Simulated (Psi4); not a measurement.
Psi4 1.11, PBE0/def2-svp: Nb(O)(NH2)2(NMe2) (C[N](C)[Nb]([NH2])([NH2])=[O]), 17 atoms. The geometry is a generated start, not checked to be a minimum at this level.

| Property | Value |
|---|---|
| task | energy |
| method | pbe0 |
| basis | def2-svp |
| memory | 3 GB |
| maxiter | 100 |
| keys of the molecule block | symmetry c1 |
| scf_type | df (default) |
| guess | auto, which took SAD (default) |
| scf_initial_accelerator | adiis (default) |
| e_convergence | 1e-06 (default) |
| d_convergence | 1e-06 (default) |
| dft_radial_points | 75 (default) |
| dft_spherical_points | 302 (default) |
| effective core potentials | those of the basis set, past Kr |
| basis functions | 165 |
| grid points | 362902 |

```xyz
17

Nb     0.5717     1.0862     0.0449
O      2.0873     1.2461    -0.7114
N      0.8028     1.4237     1.9839
H      0.1386     1.2211     2.7305
H      1.6337     1.8285     2.4136
N     -0.7023     2.3124    -0.8408
H     -1.6607     2.5127    -0.5560
H     -0.4733     2.9461    -1.6061
N      0.0174    -0.7920    -0.2147
C     -1.3163    -1.2938     0.0632
C      0.8231    -1.8442    -0.8128
H     -1.8166    -1.6077    -0.8653
H     -1.2735    -2.1655     0.7312
H     -1.9299    -0.5218     0.5427
H      0.8903    -2.7091    -0.1389
H      0.3795    -2.1820    -1.7596
H      1.8282    -1.4606    -1.0044
```

Charge 0 and multiplicity 1 are set for this test and not shown to be the ground state.

One run each on 2 threads. Values of diis_max_vecs tried: 3, 6, 10 (default), 20.

Task: Predict the course of the SCF iterations along this series.

Result: Fewest SCF iterations, within one of each other: 6 with 12, 10 (default) with 12, 20 with 12. The count rises to 33 at 3. All converge to one solution.

```tsv
diis_max_vecs	SCF iterations	end
3	33	same solution
6	12	same solution
10 (default)	12	same solution
20	12	same solution
```
